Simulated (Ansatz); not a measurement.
Ansatz (a program for electronic structure) is run on K₂InAuBr₆ (Fm-3m, 10 atoms in the cell), and the run fails. The aim is a self-consistent single point with DFT, LDA (PW92), plane waves, default PAW files made with PBE.

Cell that was meant: a = 7.6066 Å, b = 7.6066 Å, c = 7.6066 Å, α = 60.00°, β = 60.00°, γ = 60.00°.

Part of the input:

Ansatz 0.2 input:
```yaml
    - [5.378651, 0.000000, 5.378651]
    - [5.378651, 5.378651, 0.000000]
  atoms:
    - { symbol: K, position_ang: [0.250000, 0.250000, 0.250000] }
    - { symbol: K, position_ang: [0.749999, 0.749999, 0.749999] }
    - { symbol: Au, position_ang: [0.499999, 0.499999, 0.499999] }
    - { symbol: In, position_ang: [0.000000, 0.000000, 0.000000] }
    - { symbol: Br, position_ang: [0.749095, 0.250898, 0.250898] }
    - { symbol: Br, position_ang: [0.250903, 0.749101, 0.749101] }
    - { symbol: Br, position_ang: [0.250898, 0.749095, 0.250898] }
    - { symbol: Br, position_ang: [0.749101, 0.250903, 0.749101] }
    - { symbol: Br, position_ang: [0.250898, 0.250898, 0.749095] }
    - { symbol: Br, position_ang: [0.749101, 0.749101, 0.250903] }
basis:
  ecutwfc: 420.0 eV
kpoints:
```

Log, with long lists cut:

```
WARN ansatz: RAYON_NUM_THREADS=1 ignored (pool sized by the plan → 1); use --threads N
Pseudopotentials: kind: paw
Pseudopotential: K, paw, valence charge 9
Pseudopotential: Au, paw, valence charge 19
Pseudopotential: In, paw, valence charge 13
Pseudopotential: Br, paw, valence charge 7
Error: SCF: the overlap matrix is not positive definite, so this SCF or pass stopped before solving anything: energies and bands computed with it would not be physical. With PAW pseudopotential files every eigenvalue of that matrix must be above 0; at 19 of 19 k-points the lowest is not, and the worst, at k-point 2 (counted from zero), is -3.5e-1 (as computed, with no allowance for rounding). The cause is the files, the structure or the cutoff, not the eigensolver. Where the projector spheres of two atoms overlap (a projector without an augmentation charge has none), move the closest atoms apart or use files with smaller projector spheres; norm-conserving files [...]
```

Read the log: what does the program object to, and what is the fix?

The fault is this: fractional positions typed under position_ang; here the program stops on it instead of giving results. To fix it, make label and numbers agree, by changing either. The program stopped before any SCF iteration.

An input that runs soundly differs in these lines (not the only fix; some lines may just follow from the change or write a value another way):
```diff
-    - { symbol: K, position_ang: [0.250000, 0.250000, 0.250000] }
-    - { symbol: K, position_ang: [0.749999, 0.749999, 0.749999] }
-    - { symbol: Au, position_ang: [0.499999, 0.499999, 0.499999] }
-    - { symbol: In, position_ang: [0.000000, 0.000000, 0.000000] }
-    - { symbol: Br, position_ang: [0.749095, 0.250898, 0.250898] }
-    - { symbol: Br, position_ang: [0.250903, 0.749101, 0.749101] }
-    - { symbol: Br, position_ang: [0.250898, 0.749095, 0.250898] }
-    - { symbol: Br, position_ang: [0.749101, 0.250903, 0.749101] }
-    - { symbol: Br, position_ang: [0.250898, 0.250898, 0.749095] }
-    - { symbol: Br, position_ang: [0.749101, 0.749101, 0.250903] }
+    - { symbol: K, position: [0.250000, 0.250000, 0.250000] }
+    - { symbol: K, position: [0.750000, 0.750000, 0.750000] }
+    - { symbol: Au, position: [0.500000, 0.500000, 0.500000] }
+    - { symbol: In, position: [0.000000, 0.000000, 0.000000] }
+    - { symbol: Br, position: [0.749100, 0.250900, 0.250900] }
+    - { symbol: Br, position: [0.250900, 0.749100, 0.749100] }
+    - { symbol: Br, position: [0.250900, 0.749100, 0.250900] }
+    - { symbol: Br, position: [0.749100, 0.250900, 0.749100] }
+    - { symbol: Br, position: [0.250900, 0.250900, 0.749100] }
+    - { symbol: Br, position: [0.749100, 0.749100, 0.250900] }
```

With that input, the run converged in 8 iterations: free energy E − TS (on the zero of these files) -37487.2166 eV; Fermi level (on the code's own zero) 4.28 eV; pressure -0.86 GPa; largest force (vector length) 0.037 eV/Å (DFT, LDA (PW92), plane waves, default PAW files made with PBE).

On the sound input: the starting cell was generated: these elements placed on a structure prototype, without a prior relaxation; it need not be a known phase or ordering of this composition. Its lattice was rescaled by a random factor within 2.5 % of one. Ansatz's pressure includes its estimate of the finite-basis (Pulay) stress. The run gives no clean gap (levels at the Fermi energy touch, overlap or are partly filled at this smearing), which alone does not show that the compound is a metal.
